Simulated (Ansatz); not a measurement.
# Ag: isotropic strain −0.58 %

The reference is Ag in the fcc (Cu type) structure (space group Fm-3m, No. 225; a = 4.1046 Å; relaxed with 0.1 eV smearing).

Now apply this change: the cell is scaled by 0.9942 in all directions, atoms relaxed at fixed cell.

Level of theory: r2SCAN, PAW, 500 eV (Ansatz, a first-principles code; no spin-orbit coupling), earlier PAW set. k-mesh 28×28×28 (Γ-centred); smearing 0.1 eV (Fermi–Dirac).

```json
[
 {"quantity": "shortest interatomic distance", "base": "2.902 Å", "changed": "2.886 Å", "shift": "-0.0168 Å"},
 {"quantity": "energy relative to the base (free energy F)", "base": "0 meV/atom", "changed": "+1.7 meV/atom", "shift": "+1.7 meV/atom"},
 {"quantity": "pressure", "base": "0.0 GPa", "changed": "1.9 GPa", "shift": "+1.9 GPa"},
 {"quantity": "band gap", "base": "zero", "changed": "zero", "shift": "–"}
]
```

Final structure:

```
Ag
1.0
    0.00000     2.04040     2.04040
    2.04040     0.00000     2.04040
    2.04040     2.04040     0.00000
Ag
1
Cartesian
  0.00000   0.00000   0.00000
```

Cost of the whole job for the changed cell (relaxation, final SCF and bands): roughly 70 core-seconds.

No phonon test of stability was made.
